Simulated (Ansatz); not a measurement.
Functionals compared on SiH3 on the 1x1 (111) surface of fcc Cu, one in a 2x2 cell, started at the site 'hollow Cu-Cu-Cu over Cu at depth 4.1 Å', in Ansatz (plane waves, PAW). The structure was relaxed with PBE; the other rows are single points on it, each with its references at the same level. Cutoff 420 eV (500 eV for r2SCAN).

Slab: 20 atoms, 6.2 Å thick at the start under the adsorbate (thin: gaps and levels are the slab's own); k 6x6x1, smearing 0.1 eV, dipole-corrected; 8 atoms held, the rest relaxed; symmetry of the start imposed; spin-polarised, no spin-orbit, no U, no dispersion correction. The starting moment vanished. At the end it is bonded to 3 Cu. In PBE it is, or lies within 0.03 eV of, the lowest of the starts that converged. These notes are the PBE run's. r2SCAN: The program's check for a lower electronic state was not made. Adsorption energies are against SiH4(g) − ½ H2(g). A negative adsorption energy means that the adsorbate is more stable on the surface than in its reference.

| functional | adsorption energy (eV) | work function of the top face (eV) | change of the work function (eV) | magnetic moment of the cell (μB) | rough cost of the single point |
|---|---|---|---|---|---|
| PBE | -0.31 | 4.77 | 0.00 | 0.00 | – |
| RPBE | -0.01 | 4.69 | 0.09 | 0.00 | roughly 3 core-minutes |
| r2SCAN | -0.49 | 4.82 | 0.01 | 0.00 | around 8 core-minutes (rough) |

Ansatz is an electronic-structure program.
